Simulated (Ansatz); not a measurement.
Base system: WSe₂ (space group P6_3/mmc, No. 194; a = 3.230 Å, c = 12.411 Å; layered, stacked along the Cartesian z axis).

Computed with plane-wave PAW DFT at the PBEsol-D3(BJ) level (Ansatz, an electronic-structure program, 420 eV), without spin-orbit coupling.

Base values:

The lattice parameter a is 6.105 bohr, the band gap is 0.67 eV and the width of the top valence band is 1.64 eV. The smallest direct gap comes out as 1.65 eV.

One thing is altered: cell and atoms relaxed at a pressure of 10 GPa.

Question: What does the calculation give for the lattice parameter a, band gap, width of the top valence band and smallest direct gap after the change?

Answer: The lattice parameter a drops by 0.156 bohr to 5.949 bohr; the band gap drops by 0.36 eV, from 0.67 eV to 0.31 eV; the width of the top valence band increases by 0.16 eV, from 1.64 eV to 1.80 eV; the smallest direct gap decreases by 0.56 eV to 1.09 eV.

Spin-orbit coupling, missing from the scalar runs, can matter with W. Load acts through the strain it causes; cell and atoms are relaxed under it. Whether these cells are dynamically stable was not tested. Competing high-pressure phases were not computed.
